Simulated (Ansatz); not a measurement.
## How the lattice parameter c of CdSe (model structure, started from the PtS type, P4₂/mmc, No. 131, 4 atoms in the cell) moves with the method

No measured value is used here.

```json
[
 {"level (code)": "PBE (Ansatz)", "value (Å)": "7.356"},
 {"level (code)": "PBEsol (Ansatz)", "value (Å)": "7.248"},
 {"level (code)": "PBE-D3(BJ) (Ansatz)", "value (Å)": "(withheld)"}
]
```

Task: Some entries are withheld; supply them.

Result: 
- PBE-D3(BJ) (Ansatz, a quantum-chemistry and plane-wave program), value (Å): 7.329

Ansatz's density-functional and Hartree–Fock values are scalar-relativistic unless marked +SOC, with PAW data made under PBE.

A model structure was made by putting elements into a prototype or built by hand; it is no filed structure, need not be a known phase, and can be a saddle point held by its symmetry.
